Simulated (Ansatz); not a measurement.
Structures of equal composition on the (111) surface of fcc Ir: a layer of Mo in place of the second plane; a layer of Mo in place of the third plane. The slabs share one bottom face, and each structure is named by its start. These are constructed structures in small cells; real faces may alloy, dewet or reconstruct in larger ones, and not all known structures of the face are among them. Slabs of about 11 Å, Fermi-Dirac smearing of 0.1 eV. Bottom of the slabs: a bare face, its two planes held. Relaxed from the named starts with such symmetry as they have, on meshes of like density; energies extrapolated to zero smearing; spin only where a row says so; no spin-orbit coupling, no U. Brackets mark spin-polarised runs, whose order is one that fits the cell.

Level of theory: PBE (plane waves to 420 eV, PAW; Ansatz, an electronic-structure program).

### Question
Put the candidates in order of energy per 1x1 cell, lowest first, for PBE.

### Answer
a layer of Mo in place of the second plane (0.000 eV), a layer of Mo in place of the third plane (0.489 eV)
